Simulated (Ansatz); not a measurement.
# Habitual settings against a tight run: SnPbSe2 (R-3m, 4 atoms in the cell)

Self-consistent single point.

```xyz
4
Lattice="2.1316 1.2307 6.9609 -2.1316 1.2307 6.9609 0.0000 -2.4614 6.9609" Properties=species:S:1:pos:R:3 pbc="T T T"
Sn     0.0000     0.0000    10.4413
Pb     0.0000     0.0000     0.0000
Se     0.0000     0.0000    15.7154
Se     0.0000     0.0000     5.1673
```

Level of theory: PBEsol, PAW files made with PBE (plane waves; Ansatz, a program for electronic structure).

Base settings: basis.ecutwfc = 420 eV; kpoints.mp_grid.grid = 6 6 6; hamiltonian.xc = pbesol; hamiltonian.pseudopotentials = {kind: paw} (the program's default PAW files); scf.occupations.method = methfessel_paxton; scf.occupations.width = 0.2 eV.

Tight run (finer mesh or higher cutoff; not a proven limit): basis.ecutwfc: 420 eV → 590 eV; kpoints.mp_grid.grid: 6 6 6 → 9 9 9; scf.convergence.dr2_threshold: default (1e-07 eV) → 1e-09 eV. It gave pressure -0.06 GPa; largest force (vector length) 0.024 eV/Å.

Quick runs, as changes from the base:
- A: the base itself
- B: basis.ecutwfc: 420 eV → 335 eV; scf.occupations.method: methfessel_paxton → cold; scf.occupations.width: 0.2 eV → 0.136 eV; scf.convergence.dr2_threshold: default (1e-07 eV) → 0.001 eV
- C: basis.ecutwfc: 420 eV → 295 eV; kpoints.mp_grid.grid: 6 6 6 → 4 4 4; hamiltonian.xc: pbesol → lda; scf.occupations.method: methfessel_paxton → gaussian; scf.occupations.width: 0.2 eV → 0.272 eV; scf.convergence.dr2_threshold: default (1e-07 eV) → 0.001 eV [LDA (PW92)]
- D: basis.ecutwfc: 420 eV → 335 eV; kpoints.mp_grid.grid: 6 6 6 → 2 2 2; scf.convergence.dr2_threshold: default (1e-07 eV) → 0.0001 eV
- E: kpoints.mp_grid.grid: 6 6 6 → 4 4 4; scf.convergence.dr2_threshold: default (1e-07 eV) → 0.0001 eV
- F: basis.ecutwfc: 420 eV → 295 eV; kpoints.mp_grid.grid: 6 6 6 → 8 8 8; scf.occupations.method: methfessel_paxton → gaussian; scf.occupations.width: 0.2 eV → 0.272 eV

Energies are extrapolated to zero smearing width, which holds to low order in the width alone.

Dashes: energy of C, another energy zero.

† marks runs with another functional, U, potentials or spin treatment: their distance from the tight run is not a convergence error alone.

The count of work is k-points × plane waves × bands × iterations; it is no time. 

Pressures in the table are Ansatz's without its Pulay estimate, at a fixed set of plane waves; the tight run's value above holds the estimate.

The starting cell comes from a database of computed structures (which also holds hypothetical and non-ambient phases and stackings), without a prior relaxation at this level. Its lattice was rescaled by a random factor within 2.5 % of one. A gap is left out here, as mesh or smearing make it unsure.

| run | energy less tight (meV/atom) | pressure less tight (GPa) | largest miss in a force vector (eV/Å) | count of work / tight |
|---|---|---|---|---|
| A | -2.9 | -0.20 | 0.002 | 0.18 |
| B | 0.1 | -0.45 | 0.003 | 0.080 |
| C† | – | -4.75 | 0.015 | 0.032 |
| D | 181.1 | -2.45 | 0.324 | 0.012 |
| E | -11.6 | -0.73 | 0.007 | 0.046 |
| F | 40.9 | -2.80 | 0.001 | 0.24 |

Among the runs at the tight run's level, the energy misses run from 0.1 to 181.1 meV/atom.

Left out of this page: 2 runs of the series with a known weakness of the program.

Keys are those of Ansatz 0.2.
